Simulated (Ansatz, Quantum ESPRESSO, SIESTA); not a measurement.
## One structure in several programs: ScTc₃ (P1, 4 atoms in the cell)

Self-consistent single point, at a second geometry (atoms moved at random). First geometry:

```xyz
4
Lattice="0.0000 3.1240 3.1240 3.1240 0.0000 3.1240 3.1240 3.1240 0.0000" Properties=species:S:1:pos:R:3 pbc="T T T"
Sc     0.0000     0.0000     0.0000
Tc     1.5620     1.5620     1.5620
Tc     4.6860     4.6860     4.6860
Tc     3.1240     3.1240     3.1240
```

Second geometry:
```xyz
4
Lattice="0.0000 3.1240 3.1240 3.1240 0.0000 3.1240 3.1240 3.1240 0.0000" Properties=species:S:1:pos:R:3 pbc="T T T"
Sc     0.0152    -0.0120    -0.0653
Tc     1.5340     1.5714     1.6629
Tc     4.6865     4.6878     4.6857
Tc     3.1363     3.1248     3.0887
```

Shared settings, as Ansatz (an electronic-structure program) writes them: kpoints.mp_grid.grid = 7 7 7; scf.occupations.method = gaussian; scf.occupations.width = 0.1 eV. Potentials and cutoffs stand in the table.

```tsv
code	model	ΔF from the first geometry (meV/atom)	pressure (GPa)	largest force (eV/Å)	cutoff
SIESTA	GGA PBEsol, numerical atomic orbitals DZP, PseudoDojo PBEsol standard norm-conserving potentials (rewritten from UPF to PSML)	27.5	-6.58	1.413	grid 350 Ry
Quantum ESPRESSO	PBEsol, PseudoDojo standard norm-conserving (PBESOL) pseudopotentials	25.8	-4.30	1.332	85 Ry
Ansatz	PBEsol, PAW files	25.6	-4.45	1.324	default
```

Size of the force on each atom (eV/Å): Sizes of forces hide their directions.

```json
[
 {"code": "SIESTA", "Sc1": "1.045", "Tc2": "1.413", "Tc3": "0.211", "Tc4": "0.172"},
 {"code": "Quantum ESPRESSO", "Sc1": "0.985", "Tc2": "1.332", "Tc3": "0.263", "Tc4": "0.104"},
 {"code": "Ansatz", "Sc1": "0.983", "Tc2": "1.324", "Tc3": "0.264", "Tc4": "0.099"}
]
```

On Ansatz's run: spin polarisation is off.

The spread over the programs that give each value: ΔF from the first geometry within 1.9 meV/atom; pressure within 2.28 GPa; largest force within 0.089 eV/Å.

SIESTA uses small atom-centred bases, whose incompleteness enters pressures, forces and empty levels differently from a plane-wave cutoff. Ansatz's pressure is given at a fixed set of plane waves, as the other plane-wave codes print theirs. In the pressure, SIESTA (by 2.21) lies more than 1 GPa from the median of the plane-wave programs. In the force vectors, SIESTA (by 0.086) lies more than 0.08 eV/Å from the median of the plane-wave programs.

The starting cell comes from a database of computed structures (which also holds hypothetical and non-ambient phases and stackings), without a prior relaxation at this level. For this run, on top of that: atoms moved at random.

Keys are those of Ansatz 0.2.
